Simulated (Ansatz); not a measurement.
A self-consistent single point of MnTcO₃ (R-3, 10 atoms in the cell) with Ansatz (an electronic-structure program).

Method of the run: LDA (PW92), default PAW files made with PBE (plane waves; Ansatz).

```yaml
crystal:
  lattice:
    - [2.44756, 1.41310, 4.51683]
    - [-2.44756, 1.41310, 4.51683]
    - [0.00000, -2.82620, 4.51683]
  atoms:
    - { symbol: Mn, position: [0.35537, 0.35537, 0.35537] }
    - { symbol: Mn, position: [0.64463, 0.64463, 0.64463] }
    - { symbol: O, position: [0.22174, 0.56249, 0.95095] }
    - { symbol: O, position: [0.95095, 0.22174, 0.56249] }
    - { symbol: O, position: [0.56249, 0.95095, 0.22174] }
    - { symbol: O, position: [0.77826, 0.43751, 0.04905] }
    - { symbol: O, position: [0.04905, 0.77826, 0.43751] }
    - { symbol: O, position: [0.43751, 0.04905, 0.77826] }
    - { symbol: Tc, position: [0.14640, 0.14640, 0.14640] }
    - { symbol: Tc, position: [0.85360, 0.85360, 0.85360] }
```

Reference input (self-consistent single point, DFT, LDA (PW92), plane waves, default PAW files made with PBE): kpoints.mp_grid.grid = 5 5 5; hamiltonian.xc = lda; hamiltonian.pseudopotentials = {kind: paw} (the program's default PAW files); magnetization.spin_polarized = true; scf.occupations.method = fermi_dirac; scf.occupations.width = 0.136 eV. This run's input differs from it in these lines:

Ansatz 0.2 input:
```diff
@@ -6,4 +6,4 @@
   atoms:
-    - { symbol: Mn, position: [0.355370, 0.355370, 0.355370], spin: 4.0 }
-    - { symbol: Mn, position: [0.644630, 0.644630, 0.644630], spin: 4.0 }
+    - { symbol: Mn, position: [0.355370, 0.355370, 0.355370] }
+    - { symbol: Mn, position: [0.644630, 0.644630, 0.644630] }
     - { symbol: O, position: [0.221740, 0.562490, 0.950950] }
@@ -21,4 +21,2 @@
   pseudopotentials: { kind: paw }
-magnetization:
-  spin_polarized: true
 scf:
```

Output (repeated stretches shortened):

```
SCF iter   1: F=—  HF=-21594.619711 eV  |F-HF|=—  |Δ(HF+E_count)|=         —  Δρ=4.88e-1  dr2=2.92e2  ethr=3.10e-3  ⟨swp⟩=5.4  Hψ=4645  notcnv=0
all-band conjugate gradients solve this SCF's bands
preconditioner: auto → Kerker (q_TF=auto, 2.739 Å⁻¹)
SCF iter   2: F=—  HF=-21573.794736 eV  |F-HF|=—  |Δ(HF+E_count)|=    2.08e1  Δρ=1.49e-1  dr2=1.80e1  ethr=3.10e-3  ⟨swp⟩=4.0  Hψ=3497  notcnv=0
   [... lines left out ...]
SCF iter   9: F=—  HF=-21571.429454 eV  |F-HF|=—  |Δ(HF+E_count)|=   1.46e-4  Δρ=4.74e-4  dr2=2.22e-4  ethr=1.23e-6  ⟨swp⟩=2.0  Hψ=1991  notcnv=0
SCF iter  10: F=—  HF=-21571.429432 eV  |F-HF|=—  |Δ(HF+E_count)|=   2.19e-5  Δρ=1.51e-4  dr2=3.23e-5  ethr=2.31e-7  ⟨swp⟩=1.0  Hψ=1357  notcnv=0
SCF iter  11: F=—  HF=-21571.429434 eV  |F-HF|=—  |Δ(HF+E_count)|=   2.57e-6  Δρ=3.80e-5  dr2=1.22e-6  ethr=3.37e-8  ⟨swp⟩=1.0  Hψ=1358  notcnv=0
SCF iter  12: F=-21571.429434 eV  HF=-21571.429434 eV  |F-HF|=2.14e-8  |Δ(HF+E_count)|=   4.14e-8  Δρ=1.02e-5  dr2=8.90e-8  ethr=1.04e-10  ⟨swp⟩=4.6  Hψ=6600  notcnv=0
SCF 1 converged in 12 iterations: F = -21571.429434 eV  dr2 = 8.90e-8
Free energy (F): -21571.429434 eV
Internal energy: -21570.662563 eV  (E = F + TS)
E sigma→0 (E₀):  -21571.045999 eV
Entropy (-TS):   -0.766871 eV (-76.687 meV/atom)
Fermi energy:    16.101779 eV
--- Forces (eV/Å), atoms counted from 1 ---
  atom   1  Mn    -0.00000000    -0.00000004    -1.04767751
  atom   2  Mn     0.00000000     0.00000004     1.04767751
  atom   3  O      3.18158156     1.80194578     3.22661907
  atom   4  O     -3.15132150     1.85435774     3.22661906
  atom   5  O     -0.03026006    -3.65630317     3.22661927
  atom   6  O     -3.18158156    -1.80194578    -3.22661907
  atom   7  O      3.15132150    -1.85435774    -3.22661906
  atom   8  O      0.03026006     3.65630317    -3.22661927
  atom   9  Tc    -0.00000000     0.00000012     3.36614781
  atom  10  Tc     0.00000000    -0.00000012    -3.36614781
--- Stress (GPa, compression-positive) ---
       21.974757      -0.000002       0.000000
        0.000002      21.974757      -0.000000
       -0.000000      -0.000000      16.710926
  P = ⅓ Tr σ = 20.2201 GPa (202.201 kbar)
  The stress holds the Pulay correction. Without it, at fixed plane waves, as pw.x and ABINIT print it: P = 20.1608 GPa
```

The run converged in 12 iterations. Against the reference run the free energy goes up by 129 meV/atom, the pressure goes from 34.04 to 20.22 GPa, the largest force goes from 4.441 to 4.877 eV/Å and the net moment of 0.58 μB/atom is absent without spin.

The starting cell was generated: these elements placed on a structure prototype, without a prior relaxation; it need not be a known phase or ordering of this composition. Its lattice was rescaled by a random factor within 2.5 % of one. Spin polarisation is off, so a magnetic state, if there is one, cannot be reached. With a pressure of about 20 GPa the cell is away from its equilibrium volume at this level. Forces in this geometry exceed 1 eV/Å. Ansatz's pressure includes its estimate of the finite-basis (Pulay) stress.
